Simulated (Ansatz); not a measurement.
A hypothetical phase is included: elements placed on a structure type, which no database files for this compound.

Tunnelling through a barrier is set by its complex band structure: the current falls as exp(−2κd) with the smallest κ.

```yaml
crystal:
  lattice:
    - [4.39972, 0.00000, 0.00000]
    - [0.00000, 4.39972, 0.00000]
    - [0.00000, 0.00000, 2.53891]
  atoms:
    - { symbol: B, position: [0.67414, 0.32586, 0.00000] }
    - { symbol: B, position: [0.32586, 0.67414, 0.00000] }
    - { symbol: B, position: [0.17414, 0.17414, 0.50000] }
    - { symbol: B, position: [0.82586, 0.82586, 0.50000] }
    - { symbol: N, position: [0.68759, 0.68759, 0.00000] }
    - { symbol: N, position: [0.31241, 0.31241, 0.00000] }
    - { symbol: N, position: [0.81241, 0.18759, 0.50000] }
    - { symbol: N, position: [0.18759, 0.81241, 0.50000] }
```

The cell was relaxed by PBE-D3(BJ); by r2SCAN it stands under a pressure of 0.5 GPa.

Transport runs along the normal of the first two printed cell vectors, the (001) plane of the conventional cell.

The gap is the functional's own, uncorrected, and κ follows it; spin-orbit coupling is left out. Mid-gap means the computed energy nearest the middle.

Question: Compute, with r2SCAN (Ansatz, a first-principles code), the band gap and the smallest decay constant κ at mid-gap.

Answer: Gap 5.41 eV on a 8×8×12 mesh; κ = 0.426 1/Å, at the zone centre.
